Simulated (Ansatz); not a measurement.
Defect: interstitial Lu in monoclinic HfO2, charge state +3. All values below come from PBE, PAW (plane waves to 420 eV; Ansatz, a program for electronic structure).

Cell of 96 host sites held at the relaxed PBE lattice; the Γ point alone; Fermi-Dirac width 0.01 eV, spin-restricted; finite-size errors left in. Energies are static. Spin-orbit coupling is left out. The charge state is imposed; whether it is stable for some Fermi level was not computed. Sites that were not tried may lie lower.

Barriers: single points on a 2×2×2 k-point mesh shifted by half a step at the bands' geometries.

Relaxed starting cell (atoms counted from 1):

```
Hf32LuO64
1.0
   10.32305     0.00000     0.00000
    0.00000    10.42402     0.00000
   -1.79660     0.00000    10.55307
Hf O Lu
32 64 1
Direct
  0.13539   0.22548   0.35525
  0.13772   0.22775   0.85551
  0.13304   0.73075   0.35893
  0.13301   0.73469   0.85242
  0.63642   0.22953   0.35395
  0.63831   0.22870   0.85236
  0.64418   0.73456   0.35416
  0.63970   0.72969   0.84985
  0.35745   0.25302   0.14523
  0.35994   0.26347   0.65470
  0.35991   0.78841   0.14507
  0.36386   0.77240   0.65034
  0.86303   0.26962   0.14607
  0.86144   0.26860   0.64398
  0.86356   0.77485   0.14582
  0.85858   0.77475   0.64346
  0.34247   0.47585   0.43449
  0.36392   0.47732   0.89777
  0.36308   0.97828   0.39942
  0.36449   0.97870   0.89432
  0.86266   0.47922   0.39390
  0.86877   0.47916   0.88769
  0.86089   0.98178   0.39551
  0.85945   0.98041   0.89416
  0.13257   0.02073   0.10316
  0.13645   0.02034   0.60420
  0.13057   0.52047   0.10838
  0.12836   0.52093   0.61695
  0.64094   0.02261   0.10267
  0.63679   0.02265   0.60348
  0.66478   0.52097   0.08827
  0.64156   0.52040   0.60190
  0.03376   0.08460   0.42299
  0.03205   0.08552   0.92395
  0.03611   0.58360   0.42825
  0.04522   0.58299   0.92490
  0.53175   0.08866   0.42524
  0.53459   0.08603   0.92343
  0.52952   0.58158   0.41471
  0.54063   0.58411   0.92285
  0.48013   0.40689   0.07331
  0.46665   0.41043   0.58316
  0.46728   0.91828   0.07412
  0.46691   0.91320   0.57587
  0.96421   0.41561   0.07446
  0.96001   0.41760   0.57803
  0.96498   0.91600   0.07456
  0.96542   0.91532   0.57444
  0.46486   0.34031   0.32531
  0.46707   0.33429   0.82803
  0.46944   0.83811   0.32347
  0.46805   0.83475   0.82604
  0.96739   0.33595   0.32585
  0.96893   0.33492   0.82436
  0.96539   0.83793   0.32536
  0.96333   0.83767   0.82415
  0.03517   0.16632   0.17423
  0.03542   0.16534   0.67325
  0.03655   0.66805   0.17560
  0.03035   0.66861   0.67560
  0.53284   0.16227   0.17481
  0.53252   0.16270   0.67617
  0.54589   0.67071   0.16818
  0.53379   0.66281   0.67054
  0.21373   0.36229   0.50154
  0.23137   0.36502   0.99438
  0.22612   0.86752   0.49064
  0.22513   0.86662   0.98952
  0.72301   0.37257   0.48502
  0.73105   0.37355   0.98247
  0.72367   0.87408   0.48792
  0.72354   0.87191   0.98842
  0.27397   0.12013   0.01055
  0.27563   0.12534   0.51202
  0.29662   0.61432   0.04220
  0.27179   0.62339   0.52818
  0.77566   0.13054   0.01051
  0.77461   0.12928   0.50956
  0.78853   0.63305   0.00348
  0.77276   0.63122   0.50666
  0.27521   0.12261   0.26156
  0.27605   0.12156   0.76322
  0.27699   0.62417   0.27992
  0.27361   0.62401   0.77453
  0.77553   0.12416   0.26004
  0.77542   0.12194   0.75967
  0.78142   0.62280   0.25658
  0.77724   0.62076   0.75581
  0.23179   0.38492   0.24355
  0.22507   0.37994   0.74547
  0.22436   0.88209   0.23952
  0.22460   0.88043   0.73998
  0.72508   0.38194   0.23460
  0.72599   0.37895   0.73517
  0.72524   0.88054   0.23917
  0.72271   0.87925   0.73712
  0.43681   0.52070   0.21991
```
Cell charge +3.

End state 1 differs by these moves (Å; atoms that move under 0.08 Å are left out):

```
atom  element     Δx     Δy     Δz
----  -------  -----  -----  -----
5          Hf   0.04  -0.18   0.01
7          Hf  -0.02   0.14   0.01
8          Hf   0.01   0.08  -0.05
9          Hf  -0.02   0.14   0.01
10         Hf   0.01   0.08  -0.05
11         Hf   0.04  -0.18   0.01
17         Hf  -0.03   0.04  -0.24
31         Hf  -0.03   0.04  -0.24
39          O  -0.12   0.13   0.13
40          O  -0.06   0.06  -0.06
41          O  -0.12   0.13   0.13
42          O  -0.06   0.06  -0.06
49          O  -0.12  -0.11   0.07
63          O  -0.12  -0.11   0.07
69          O  -0.15   0.14  -0.29
70          O  -0.01   0.04  -0.11
75          O  -0.15   0.14  -0.29
76          O  -0.01   0.04  -0.11
83          O   0.01  -0.06  -0.15
84          O   0.02  -0.02  -0.10
87          O  -0.14  -0.07   0.00
89          O  -0.14  -0.07   0.00
93          O   0.01  -0.06  -0.15
94          O   0.02  -0.02  -0.10
97         Lu   1.20  -0.43   0.64
```

### Question
Estimate the forward and backward barriers to end state 1 that PBE, PAW returns for this input.

### Answer
forward 0.58 eV, backward 0.58 eV; at the saddle point atom 97 has neighbours 2 O at 2.09, 2 O at 2.10, 2 O at 2.41 Å. The saddle point's order was not checked, and it lies on a symmetry element of the cell, where a band can be held.

End state 2 differs by these moves (Å; atoms that move under 0.15 Å are left out):

```json
[
 {"atom": "8", "element": "Hf", "Δx": "0.28", "Δy": "0.01", "Δz": "-0.12"},
 {"atom": "9", "element": "Hf", "Δx": "0.05", "Δy": "0.21", "Δz": "0.04"},
 {"atom": "10", "element": "Hf", "Δx": "0.06", "Δy": "0.09", "Δz": "-0.11"},
 {"atom": "11", "element": "Hf", "Δx": "-0.25", "Δy": "-0.14", "Δz": "0.41"},
 {"atom": "17", "element": "Hf", "Δx": "0.28", "Δy": "0.03", "Δz": "-0.36"},
 {"atom": "18", "element": "Hf", "Δx": "-0.04", "Δy": "-0.15", "Δz": "-0.03"},
 {"atom": "20", "element": "Hf", "Δx": "-0.08", "Δy": "0.20", "Δz": "0.01"},
 {"atom": "28", "element": "Hf", "Δx": "0.07", "Δy": "-0.05", "Δz": "-0.16"},
 {"atom": "31", "element": "Hf", "Δx": "-0.24", "Δy": "-0.04", "Δz": "0.17"},
 {"atom": "52", "element": "O", "Δx": "0.13", "Δy": "0.10", "Δz": "-0.03"},
 {"atom": "60", "element": "O", "Δx": "0.15", "Δy": "0.00", "Δz": "-0.01"},
 {"atom": "63", "element": "O", "Δx": "-0.17", "Δy": "-0.01", "Δz": "-0.04"},
 {"atom": "65", "element": "O", "Δx": "0.13", "Δy": "0.09", "Δz": "-0.12"},
 {"atom": "75", "element": "O", "Δx": "-0.18", "Δy": "0.13", "Δz": "-0.13"},
 {"atom": "84", "element": "O", "Δx": "0.20", "Δy": "0.13", "Δz": "0.18"},
 {"atom": "91", "element": "O", "Δx": "-0.13", "Δy": "0.07", "Δz": "0.13"},
 {"atom": "97", "element": "Lu", "Δx": "0.45", "Δy": "2.19", "Δz": "-2.64"}
]
```

### Question
Estimate the forward and backward barriers to end state 2 that PBE, PAW returns for this input.

### Answer
forward 4.09 eV, backward 4.09 eV; at the saddle point atom 97 has neighbours O at 1.93, O at 2.02, O at 2.04, O at 2.06 Å. The saddle point's order was not checked.
